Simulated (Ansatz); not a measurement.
**corundum: the defect O vacancy (V_O)**

Level of theory: PBE, PAW (plane waves to 420 eV; Ansatz, an electronic-structure program). A 2×2×1 supercell of 120 sites was used; the energies come from a 2×2×2 Γ-centred sampling of its zone. Site at the start: the O site. Finite-size correction: monopole term and site-potential alignment. Dielectric constants: PBE linear response of the host. Host gap at this level: 5.85 eV. A cell of this size leaves errors of a few tenths of an eV. The semilocal functional narrows the gap, so deep levels can fall outside it. Spin–orbit coupling is left out. Each state is the lowest found from its start.

Formation energies E_f are given with the Fermi level at the valence-band maximum. Chemical conditions: Al-rich (Δμ(O) = -4.96 eV; only phases computed here count, gases as isolated molecules at 0 K); O-rich (Δμ(O) = 0.00 eV; only phases computed here count, gases as isolated molecules at 0 K). Reference phases: O: O2 molecule in a box.

| charge | moment (μB) | point group | largest move off a lattice site (Å) | image correction with alignment (eV) | E_f, Al-rich (eV) | E_f, O-rich (eV) |
|---|---|---|---|---|---|---|
| +2 | not spin-polarised | C2 | 0.31 | 0.49 | -3.55 | 1.41 |
| +1 | 1.0 | C2 | 0.12 | 0.08 | -1.11 | 3.85 |
| 0 | not spin-polarised | C2 | 0.10 | 0.00 | 1.75 | 6.72 |
| −1* | quenched | C2 | 0.16 | – | – | – |

* At this level the carrier isn't localised at the defect: at charge −1 electrons occupy the conduction band. Such a state is shallow or no state of the defect, and this cell gives it no level.

Point groups are those of the whole cell at tolerances of 0.03 and 0.1 Å ("near" where only the looser one holds); none is given for unsettled states.

Starting moments that weren't kept: charge −1 began with 1 μB and ended with 0.0.

Transition levels above the valence-band maximum: ε(+2/+1) = 2.44 eV; ε(+1/0) = 2.86 eV. On the lower envelope of the bound states, inside the gap: (+2/+1) at 2.44 eV; (+1/0) at 2.86 eV.

Flagged in the runs: a host whose relaxation on this sampling wasn't shown to rest.

All states together cost around 2.7 core-hours (rough).
